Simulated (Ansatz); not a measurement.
**WSi2 under a change: isotropic strain −1.50 %**

Take WSi2 (space group I4/mmm, No. 139; a = 3.185 Å, c = 7.773 Å; relaxed with 0.1 eV smearing) as the base.

The change: an isotropic linear strain of −1.50 %, atoms relaxed at fixed cell.

Calculations: Ansatz (an electronic-structure program) LDA, no SOC. Settings: 25×25×25 k-points, 0.1 eV Fermi–Dirac smearing.

```tsv
quantity	base	changed	shift
space group	I4/mmm (No. 139)	I4/mmm (No. 139)	–
shortest interatomic distance	2.571 Å	2.543 Å	-0.028 Å
energy relative to the base (free energy F)	0 meV/atom	+21 meV/atom	+21 meV/atom
pressure (mean of the normal stresses, compression positive)	0.0 GPa	12.0 GPa	+12.0 GPa
band gap	zero	zero	–
```

Whether these cells are dynamically stable was not tested. The final runs are not spin-polarised.
